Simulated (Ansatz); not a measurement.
The parent structure is InCl$_{3}$ in the ReO3 type structure (space group Pm-3m, No. 221; a hypothetical phase, not in the database extracts checked; relaxed with 0.1 eV smearing).

```
CELL_PARAMETERS angstrom
      5.02835     0.00000     0.00000
      0.00000     5.02835     0.00000
      0.00000     0.00000     5.02835
ATOMIC_POSITIONS crystal
  In 0.00000 0.00000 0.00000
  Cl 0.50000 0.00000 0.00000
  Cl 0.00000 0.00000 0.50000
  Cl 0.00000 0.50000 0.00000
```

Cartesian axes are those of the cell as printed.

Calculations: PBEsol/PAW in Ansatz (an electronic-structure program), no SOC.

Before the change:

| Item | Value |
|---|---|
| Pressure | 0.0 GPa |

Modification: tensor shear ε_xz = +2.69 % (engineering shear γ = 0.0538); the atoms relax in the strained cell.

How does this affect the pressure?

The pressure (mean of the normal stresses, compression positive) is still 0.0 GPa.

How does this affect the energy relative to the base?

The energy rises by 3.1 meV/atom.

Whether these cells are dynamically stable was not tested. The final runs are not spin-polarised.
